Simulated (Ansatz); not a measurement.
Base system: SiO$_{2}$ (space group P3_221, No. 154).

```
CELL_PARAMETERS angstrom
      5.02211     0.00000     0.00000
     -2.51105     4.34927     0.00000
      0.00000     0.00000     5.51028
ATOMIC_POSITIONS crystal
  Si 0.47673 0.47673 0.00000
  Si 0.52327 0.00000 0.66667
  Si 0.00000 0.52327 0.33333
  O  0.41453 0.15915 0.87178
  O  0.84085 0.25538 0.53845
  O  0.15915 0.41453 0.12822
  O  0.58547 0.74462 0.79488
  O  0.25538 0.84085 0.46155
  O  0.74462 0.58547 0.20512
```

Cartesian axes are those of the cell as printed.

Level of theory: Ansatz (a program for electronic structure), PBE, PAW, cutoff 420 eV, spin-orbit coupling left out.

Strains are applied to the cell and any free atomic positions relax.

One change was made to it. Results:

```json
[
 {"quantity": "pressure (mean of the normal stresses, compression positive)", "base": "0.0 kbar", "after": "5.4 kbar"},
 {"quantity": "electron mass", "base": "0.51 mₑ (at Γ)", "after": "0.50 mₑ (at Γ)"},
 {"quantity": "gap character", "base": "indirect, K → Γ", "after": "indirect, K → Γ"},
 {"quantity": "largest internal atomic displacement", "base": "–", "after": "0.039 Å"}
]
```

Task: Which change produced these results?
(A) uniaxial strain ε_zz = −3.00 %
(B) uniaxial strain ε_zz = −1.50 %
(C) uniaxial strain ε_zz = −2.25 %
(D) uniaxial strain ε_zz = −0.75 %

Result: B, uniaxial strain ε_zz = −1.50 %. For comparison, the pressure in the other runs: uniaxial strain ε_zz = −0.75 % gives 2.1 kbar; uniaxial strain ε_zz = −2.25 % gives 8.8 kbar; uniaxial strain ε_zz = −3.00 % gives 12.0 kbar.

Masses are band curvatures over ±0.01 Å⁻¹ around the edge. Stability against distortions was not tested.
